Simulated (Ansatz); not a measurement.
```
TiAl
1.0
    2.71084     0.00000     0.00000
    0.00000     2.76616     0.00000
    0.00000     0.00000     4.00209
Ti Al
1 1
Cartesian
  0.00000   0.00000   0.00000
  1.35542   1.38308   2.00105
```

No spin polarisation.

All numbers come from plane-wave PAW DFT at the LDA level (Ansatz, a quantum-chemistry and plane-wave program, 420 eV), scalar-relativistic without spin-orbit coupling. Γ-centred 21×21×15 mesh, Fermi–Dirac width 0.1 eV.

Problem. Predict the band gap, pressure and space group.

Solution. 
- Band gap: zero
- Pressure (mean of the normal stresses, compression positive): 2.7 GPa
- Space group: Pmmm (No. 47)

The cells carry an imposed strain or load. No phonon test of stability was made. The final runs are not spin-polarised. The cell was made from TiAl (space group P4/mmm, No. 123) by this change: uniaxial strain ε_xx = −2.00 %.
